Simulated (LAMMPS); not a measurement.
MD of Ni (fcc) at zero pressure, 4000 atoms, as a liquid; each row is its own run.

Model: classical MD, pair style eam/alloy, file NiAlH_jea.eam.alloy; code LAMMPS.

```
T (K)  volume (Å³/atom)
-----  ----------------
950              12.146
1210             12.377
1380             12.516
1560             12.655
1900             12.887
2160             13.048
2250             13.101
2420             13.199
2760             13.388
```

Fit a straight line, y = a + b x, to these rows (x is the first column, y the second) and predict the run at x = 1730.

Least squares gives a = 11.557 and b = 0.0006812. At x = 1730 the fit predicts 12.736 Å³/atom. The run itself gave 12.7750 ± 0.0006 Å³/atom, so the fit is 0.31 % low.

Caution (rows 950; 1210; 1380): this liquid lies under the melting point of about 1440 K that EAM-type NiAlH_jea.eam.alloy gives, so it is undercooled.
